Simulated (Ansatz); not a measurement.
CsO₂ (I4/mmm, No. 139, 6 atoms in the cell; start mp-684583), treated with r²SCAN in Ansatz (plane waves, PAW).

Numerical settings: plane-wave cutoff 560 eV, 14×8×14 k mesh (along the axes of the cell as run), Fermi–Dirac smearing 0.05 eV, spin-polarised start, scalar-relativistic PAW data made under PBE.

Cell (relaxed with PBEsol):

```
CsO2
1.0
    4.32352     0.00000     0.00000
    0.00000     7.17628     0.00000
    0.00000     0.00000     4.32424
Cs O
2 4
Direct
  0.00000   0.00000   0.00000
  0.50000   0.50000   0.50000
  0.00000   0.40755   0.00000
  0.00000   0.59245   0.00000
  0.50000   0.09245   0.50000
  0.50000   0.90755   0.50000
```

**Question.** What does this level give for the band gap?

**Answer.** 
* **band gap**: 0.21 eV (on the SCF k mesh)

Note: the magnetic order was assumed, not searched for or taken from measurement; cell and atoms aren't relaxed at this level (pressure 1.3 GPa).

Spin–orbit coupling is not included; it can close the smallest gap of 0.21 eV.

Cost on a shared machine: roughly 13 core-minutes.

A start named mp-… is a Materials Project structure, which need not be a measured phase.

Ansatz is an electronic-structure program.
